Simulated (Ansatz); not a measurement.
The (110) surface of silicon in its 1x1 cell, relaxed from an ideal cut (the real face may reconstruct), outermost plane spacing 1.93 Å in the ideal cut

Level of theory: PBE (plane waves to 420 eV, PAW; Ansatz, a first-principles code).

Set-up: 22 atoms, 19.3 Å thick at the start; mesh 7x5x1; 0.025 eV smearing; dipole correction on; all atoms relaxed; held to the start's symmetry, so lower structures may exist; no spin (no spin-polarised run to compare, though such a face may carry moments), no spin-orbit, no U. The slab shows no gap on its mesh.

The surface energy (mean of both faces) is 1.76 J/m^2 and the surface energy before relaxation is 1.85 J/m². The work function of the top face comes out as 4.74 eV and the ionisation potential (bulk valence edge below the top vacuum level) is 5.02 eV. The energy released by relaxation is 0.23 eV and the cost comes out as very roughly 3 core-minutes.
